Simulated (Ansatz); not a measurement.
For GaP (model structure, started from the litharge type, P4/nmm, No. 129, 4 atoms in the cell), PBE (plane waves, PAW; Ansatz, a program for electronic structure) gives:

| Property | Value |
|---|---|
| equilibrium lattice constant a | 3.554 Å |
| lattice parameter c | 5.894 Å |

What does PBE-D3(BJ) (Ansatz, PAW) give for the same quantities?


- lattice constant a: 3.513 Å (drops by 1.2 %)
- lattice parameter c: 5.578 Å (drops by 5.4 %)

Changes are worked out from the printed values.

Unless a cell is named, each level is at its own relaxed cell (PBE 18.61, PBE-D3(BJ) 17.21 Å³/atom).

Ansatz's density-functional and Hartree–Fock values are scalar-relativistic unless marked +SOC, with PAW data made under PBE.

A model structure was made by putting elements into a prototype or built by hand; it is no filed structure, need not be a known phase, and can be a saddle point held by its symmetry.
